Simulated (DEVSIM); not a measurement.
System: illuminated Si p-on-n cell, one wavelength, with a back-surface field, at 400 K.

```
layer (left to right)  material  thickness (μm)  Nd (cm⁻³)  Na (cm⁻³)  τn (s)  τp (s)  absorption coefficient (cm⁻¹)
---------------------  --------  --------------  ---------  ---------  ------  ------  -----------------------------
1                            Si          0.0790          -     7.2e18  1.7e-9  9.2e-9                            150
2                            Si            22.0     3.7e15          -  1.3e-7  1.3e-7                            150
3                            Si           0.500     7.5e18          -  1.3e-7  1.3e-7                            150
```

Left contact: ohmic, minority electron recombination velocity 2e5 cm/s. Right contact: ohmic, minority hole recombination velocity 30000 cm/s. Voltage is applied to the left contact. Recombination: SRH at mid-gap, radiative, Auger. Gap narrowing is on: ΔEg = 6.92 meV × (l + √(l² + 0.5)), l = ln(N/1.3e17 cm⁻³), shared equally by both band edges. Light enters at the left, 1.2e18 photons cm⁻² s⁻¹, one pass, no reflection. Mobility is μmin + (μ − μmin)/(1 + (N/Nref)^α).

The device is made up for the run: typed textbook-type constants, with dimensions and the other settings drawn at random. Values at 300 K; Nc and Nv go as T^1.5, mobilities as T to minus their exponent, the gap by Varshni's rule with the affinity fixed.

```tsv
parameter	Si
gap (eV)	1.124
affinity (eV)	4.05
permittivity	11.7
Nc (cm⁻³)	2.86e19
Nv (cm⁻³)	3.1e19
μn (cm²/Vs)	1417
μp (cm²/Vs)	470
μn,min	52
μp,min	45
Nref,n	9.7e16
Nref,p	2.2e17
αn	0.68
αp	0.72
T exponent of μn	2.3
T exponent of μp	2.2
B (cm³/s)	4.7e-15
Cn (cm⁶/s)	2.8e-31
Cp (cm⁶/s)	9.9e-32
Varshni α (eV/K)	0.000473
Varshni β (K)	636
```

Simulated with DEVSIM: 1D drift-diffusion, Boltzmann statistics, complete ionisation; no tunnelling, impact ionisation, image-force lowering or self-heating.

The doping Nd of layer 2 was swept, all else fixed.

```csv
doping Nd of layer 2 (cm^-3),short-circuit current (mA/cm²),open-circuit voltage (V),largest power (mW/cm²),fill factor
1.1e14,33.5,0.164,2.62,0.48
3.7e14,30.2,0.193,3.16,0.54
1.1e15,28.5,0.226,3.77,0.58
3.7e15,27.3,0.265,4.53,0.63
1.1e16,26.3,0.299,5.12,0.65
3.7e16,24.7,0.331,5.54,0.68
1.1e17,22.5,0.350,5.44,0.69
```

From the first row to the last the short-circuit current goes from 33.5 to 22.5. From the first row to the last the open-circuit voltage goes from 0.164 to 0.350.
